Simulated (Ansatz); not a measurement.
The reference is OsO$_{2}$ in the rutile structure (space group P4_2/mnm, No. 136; a = 4.4550 Å, c = 3.1805 Å). Axes: x, y, z lie along a, b, c of the conventional cell.

Level of theory: Ansatz (an electronic-structure program), PBEsol, PAW, cutoff 420 eV, no spin-orbit coupling.

Base values:

| Item | Value |
|---|---|
| Volume per atom | 10.52 Å³ |
| Pressure | 0.0 GPa |
| Band gap | zero |

One thing is altered: biaxial strain −4.48 %, plane normal [001], relaxed out of plane (Cartesian); in-plane vectors clamped, the third vector and the atoms free.

Problem. What does the calculation give for the volume per atom, pressure and band gap after the change?

Solution. The volume per atom shrinks by 0.65 Å³, from 10.52 Å³ to 9.87 Å³; the pressure (mean of the normal stresses, compression positive) goes from zero to 18.1 GPa; the band gap remains zero.

Whether these cells are dynamically stable was not tested. No Hubbard U is applied, and correlation can decide whether such a compound is a metal. All final runs are without spin polarisation.
